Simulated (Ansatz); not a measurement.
The reference is Cs2AgBiBr6 (space group Fm-3m, No. 225; a = 11.187 Å). Axes: x, y, z lie along the cube axes.

Computed with PBEsol in Ansatz (plane waves to 420 eV, PAW, no spin-orbit coupling).

Strains are applied to the cell and any free atomic positions relax; under biaxial strain the out-of-plane vector relaxes too.

One change was made to it. Results:

The shortest interatomic distance shrinks by 0.016 Å, from 2.753 Å to 2.737 Å; the energy goes up by 2.5 meV/atom; the valley order (the lowest conduction-band minima on the path, energy above the VBM, named in the base's zone) comes out as L along [1-1-1] 1.05 eV; L along [111] 1.13 eV; a point along [1-10], about 0.4 Å⁻¹ from Γ 1.83 eV; a point along [10-1], about 0.6 Å⁻¹ from Γ 2.12 eV.

Task: What was done to the base?
(A) biaxial strain −0.63 %, plane normal [111], relaxed out of plane
(B) biaxial strain −1.25 %, plane normal [111], relaxed out of plane
(C) biaxial strain −1.88 %, plane normal [111], relaxed out of plane

Result: C, biaxial strain −1.88 %, plane normal [111], relaxed out of plane. For comparison, the valley order in the other runs: biaxial strain −0.63 %, plane normal [111], relaxed out of plane gives L along [1-1-1] 1.08 eV; L along [111] 1.10 eV; a point along [1-10], about 0.3 Å⁻¹ from Γ 1.86 eV; U along [10-1] 2.15 eV; biaxial strain −1.25 %, plane normal [111], relaxed out of plane gives L along [1-1-1] 1.07 eV; L along [111] 1.12 eV; a point along [1-10], about 0.3 Å⁻¹ from Γ 1.85 eV; a point along [10-1], about 0.6 Å⁻¹ from Γ 2.14 eV.

With Bi present, leaving out spin-orbit coupling can change the band edges. The levels and masses belong to the bands next to the band gap. No phonon test of stability was made.

Ansatz is a program for electronic structure.
